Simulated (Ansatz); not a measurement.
**Point defect Yb_Si in silicon**

Calculation: PBE, PAW (plane waves to 420 eV; Ansatz, a first-principles code). Cell: 64 sites, 2×2×2; final energies on a 2×2×2 shifted mesh. Site at the start: the Si site. Finite-size and sampling errors can reach tenths of an eV here. The semilocal functional narrows the gap, so deep levels can fall outside it. Spin–orbit coupling is left out, and no Hubbard U is applied to the open shells. Each state is the lowest found from its start.

Formation energies E_f are those of the neutral cell. Chemical conditions: host crystal and elements as references (Δμ(Si) = 0.00 eV, Δμ(Yb) = 0.00 eV; Yb taken from its element, since no compound that bounds it was computed at this level; only phases computed here count, gases as isolated molecules at 0 K). Reference phases: Si: silicon, Yb: fcc Yb.

In at least one state atoms left their starting sites on relaxation (a large move, or an atom on the emptied site), so the name describes the start.

```
charge         moment (μB)  point group  largest move off a lattice site (Å)  E_f, host crystal and elements as references (eV)  above the lowest spin state (eV)
------  ------------------  -----------  -----------------------------------  -------------------------------------------------  --------------------------------
+1†               quenched            –                                 1.04                                                  –                              0.00
0†              fractional            –                                 1.23                                               2.50                              0.00
0       not spin-polarised           Cs                                 1.26                                               2.51                              0.01
−1†               quenched            –                                 1.47                                                  –                              0.00
−2                     0.0          C3v                                 1.45                                                  –                              0.00
−2      not spin-polarised          C3v                                 1.45                                                  –                              0.00
```

† Not settled in this cell, so no level is given: charge +1: a level filled in part; charge 0: fractional moment; charge −1: a level filled in part.

Point groups are those of the whole cell at tolerances of 0.03 and 0.1 Å ("near" where only the looser one holds); none is given for unsettled states.

Starting moments that weren't kept: charge +1 began with 1 μB and ended with 0.0; charge 0 began with 2 μB and ended with 0.5; charge −1 began with 1 μB and ended with 0.0; charge −2 began with 2 μB and ended with 0.0.

All states together cost roughly 8 core-hours.
